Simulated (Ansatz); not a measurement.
# Step by step: formation energy of Zr_Al in Al (fcc, Fm-3m)

Consider the formation energy of Zr_Al in Al (fcc, Fm-3m). Reaction: Zr (hcp) + 63 Al (fcc) → cell A.

A: a supercell of 64 sites of Al (fcc, Fm-3m) with Zr on an Al site (12 Al at 2.89 Å); spin state with PBE: run without spin.

Setting: static, neutral cells in Ansatz (PAW) whose structures rest at the PBE level. Ansatz (a quantum-chemistry and plane-wave program) runs with its PAW set soft_1. Other levels take these structures. The lattices are those relaxed with PBE, so at other levels the solids can be strained. Larger cells are relaxed from a start prepared with the learned potential CHGNet, on a coarser mesh till forces fall under 0.03 eV/Å, which some starts already meet. A dispersion term (D3(BJ), or D4 for r2SCAN) was computed beside these levels and is taken off wherever the name lacks it. Space groups of crystals are read within 0.01 Å. Mesh and cell size may move defect energies by 0.1 eV or more. Cell A has symmetry Fm-3m within 0.02 Å and got no random move, so less symmetric positions, which may lie lower, weren't tried.

Total energies of the cells in eV, at zero smearing width. They compare only within one column; the weights balance every element.

| cell | atoms | weight | r2SCAN |
|---|---|---|---|
| A: Al:Zr_Al | 64 | +1 | -38242.25605 |
| Zr (hcp) | 2 | −1/2 | -8390.10041 |
| Al (fcc) | 64 | −63/64 | -34586.38514 |

r2SCAN: (-38242.25605) − 1/2 × (-8390.10041) − 63/64 × (-34586.38514) = -1.233 eV.
